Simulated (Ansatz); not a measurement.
## Quick settings and what they miss: GaAg₃ (P-6m2, 4 atoms in the cell)

Self-consistent single point.

```yaml
crystal:
  lattice:
    - [2.89028, 0.00000, 0.00000]
    - [-1.44514, 2.50305, 0.00000]
    - [0.00000, 0.00000, 8.96845]
  atoms:
    - { symbol: Ga, position: [0.66667, 0.33333, 0.00000] }
    - { symbol: Ag, position: [0.66667, 0.33333, 0.50000] }
    - { symbol: Ag, position: [0.33333, 0.66667, 0.24192] }
    - { symbol: Ag, position: [0.33333, 0.66667, 0.75808] }
```

Method of the run: PBEsol, harder PAW files (source: ansatz) made with PBE (plane waves; Ansatz, a program for electronic structure).

Base settings: basis.ecutwfc = 75 Ry; kpoints.mp_grid.grid = 11 11 3; hamiltonian.xc = pbesol; hamiltonian.pseudopotentials = {kind: paw, source: ansatz}; scf.occupations.method = fermi_dirac; scf.occupations.width = 0.0073 Ry.

Tight run (finer mesh or higher cutoff; not a proven limit): basis.ecutwfc: 75 Ry → 105.1 Ry; kpoints.mp_grid.grid: 11 11 3 → 15 15 5; scf.convergence.dr2_threshold: default (1e-07 eV) → 1e-09 eV. It gave Fermi level (on the code's own zero) 18.68 eV; pressure 1.90 GPa; largest force (vector length) 0.023 eV/Å.

Quick runs, as changes from the base:
- A: the base itself
- B: basis.ecutwfc: 75 Ry → 37.5 Ry; kpoints.mp_grid.grid: 11 11 3 → 2 2 2; scf.convergence.dr2_threshold: default (1e-07 eV) → 0.001 eV
- C: basis.ecutwfc: 75 Ry → 44.8 Ry; kpoints.mp_grid.grid: 11 11 3 → 6 6 6; hamiltonian.xc: pbesol → lda; scf.occupations.method: fermi_dirac → cold; scf.occupations.width: 0.0073 Ry → 0.02 Ry [LDA (PW92)]
- D: basis.ecutwfc: 75 Ry → 44.8 Ry; kpoints.mp_grid.grid: 11 11 3 → 3 3 3; scf.occupations.width: 0.0073 Ry → 0.0147 Ry
- E: basis.ecutwfc: 75 Ry → 59.9 Ry; kpoints.mp_grid.grid: 11 11 3 → 2 2 2
- F: basis.ecutwfc: 75 Ry → 37.5 Ry; kpoints.mp_grid.grid: 11 11 3 → 4 4 4; scf.occupations.method: fermi_dirac → methfessel_paxton; scf.occupations.width: 0.0073 Ry → 0.0147 Ry

Energies are extrapolated to zero smearing width, which holds to low order in the width alone.

Dashes: energy of C, another energy zero.

† marks runs with another functional, U, potentials or spin treatment: their distance from the tight run is not a convergence error alone.

The count of work is k-points × plane waves × bands × iterations; it is no time. 

Pressures in the table are Ansatz's without its Pulay estimate, at a fixed set of plane waves; the tight run's value above holds the estimate.

The starting cell comes from a database of computed structures (which also holds hypothetical and non-ambient phases and stackings), without a prior relaxation at this level. Its lattice was rescaled by a random factor within 2.5 % of one.

| run | energy less tight (meV/atom) | pressure less tight (GPa) | largest miss in a force vector (eV/Å) | count of work / tight |
|---|---|---|---|---|
| A | 5.7 | 0.12 | 0.019 | 0.22 |
| B | 4538.0 | -243.71 | 0.509 | 0.0053 |
| C† | – | -54.93 | 0.022 | 0.088 |
| D | 550.2 | -49.77 | 0.004 | 0.016 |
| E | 543.8 | 4.86 | 0.453 | 0.018 |
| F | 4199.1 | -255.39 | 0.075 | 0.029 |

Among the runs at the tight run's level, the energy misses run from 5.7 to 4538.0 meV/atom.

Keys are those of Ansatz 0.2.
